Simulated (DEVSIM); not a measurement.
Device: Mo/SiO2/p-GaAs capacitor, at 300 K.

```tsv
layer (left to right)	material	thickness (nm)	Na (cm⁻³)
1	SiO2	18.0	-
2	GaAs	4700	1.9e16
```

Metal gate on the left, work function 4.6 eV. Fixed charge at the semiconductor interface 2.7e11 cm⁻² (in units of +e); no interface traps.

Constants are typed, rounded textbook-type inputs, not results; the design itself was drawn at random and stands for no fabricated device. Values at 300 K.

```
parameter      SiO2    GaAs
-------------  ----  ------
gap (eV)          9   1.424
affinity (eV)   0.9    4.07
permittivity    3.9    12.9
Nc (cm⁻³)         -  4.7e17
Nv (cm⁻³)         -    9e18
```

DEVSIM, 1D Poisson equation in equilibrium, Boltzmann statistics, complete ionisation; no quantum confinement or tunnelling. Metal contacts follow the ideal Schottky-Mott rule: no Fermi-level pinning, no interface dipoles.

The interface trap density was swept, all else fixed.

```tsv
interface trap density (cm^-2 eV^-1)	flat-band voltage (V)	minimum of the low-frequency capacitance (μF/cm²)
0	-0.96	0.0347
1e10	-0.96	0.0356
1e11	-1.01	0.0442
3e11	-1.10	0.0613
1e12	-1.42	0.0983
2e12	-1.88	0.125
```

From the first row to the last the flat-band voltage goes from -0.96 to -1.88. From the first row to the last the minimum of the low-frequency capacitance goes from 0.0347 to 0.125.
